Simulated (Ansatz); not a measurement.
A free linear chain of Te atoms, relaxed period 5.535 Å, atoms relaxed at each strain.

```csv
strain,energy (meV a period),axial force (nN)
-0.015,+14.8,-0.57
+0.015,+15.0,+0.55
```

Computed with PBE (plane waves to 420 eV, PAW; Ansatz, a quantum-chemistry and plane-wave program). Mesh 1×1×54. No spin polarisation, so a magnetic state wasn't tested. Isolated but for its images some 11 Å away. A hypothetical model. Only distortions within the start's symmetry and period were free. Pairing along the axis, which can open a gap, is among the distortions not tried. Values not marked SOC lack spin–orbit coupling. Buckling under compression is shut out by symmetry and the short period. Energies are free energies at a Fermi–Dirac width of 0.02 eV, from the unstrained cell.

Problem. Work out the axial stiffness dF/dε in two ways.

Solution. From the forces: (+0.55 − (-0.57))/0.030 = 37.3 nN. From the energies: (E₊ + E₋)/(ε² c) = 0.0298 eV/(0.015² × 5.535 Å) = 23.93 eV/Å = 38.3 nN. The two agree to within 3 %.
